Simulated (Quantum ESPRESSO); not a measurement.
A short convergence ladder for TiC (Fm-3m, 2 atoms in the cell)

```xyz
2
Lattice="-2.1585 0.0000 2.1585 0.0000 2.1585 2.1585 -2.1585 2.1585 0.0000" Properties=species:S:1:pos:R:3 pbc="T T T"
Ti     0.0000     0.0000     0.0000
C     -2.1585     2.1585     2.1585
```

Base method: PBE, PseudoDojo standard norm-conserving (PBE) pseudopotentials (plane waves; Quantum ESPRESSO).

Base settings: ecutwfc = 85 Ry; occupations = smearing; smearing = fermi-dirac; degauss = 0.0073499 Ry; potentials = {Ti: Ti.upf, C: C.upf}; K_POINTS = automatic 13 13 13 0 0 0; conv_thr = 1e-10 Ry.

**Zone-centre phonons against the cutoff**

In this ladder: ph.x.tr2_ph = 1e-14; ph.x.fildyn = dyn.G; dynmat.x.fildyn = dyn.G; dynmat.x.asr = simple.

The mesh stays at the base's, so the ladder's end is converged at best in this setting alone.

Frequencies are those of the unrelaxed cell, without the LO-TO term of polar crystals.

Only quantities that move along the ladder and can be compared are tabulated.

```csv
ecutwfc,highest zone-centre frequency (cm⁻¹)
42 Ry,601.2
59 Ry,520.3
85 Ry,526.6
102 Ry,526.5
```

Coarsest ecutwfc that holds the highest zone-centre frequency within 10 cm⁻¹ of the last step, with all finer ones: 59 Ry; the step before is off by 75 cm⁻¹.

On the base run: the starting cell has typed, rounded lattice constants, without a prior relaxation at this level. Its lattice was rescaled by up to half a per cent. Spin polarisation is off.
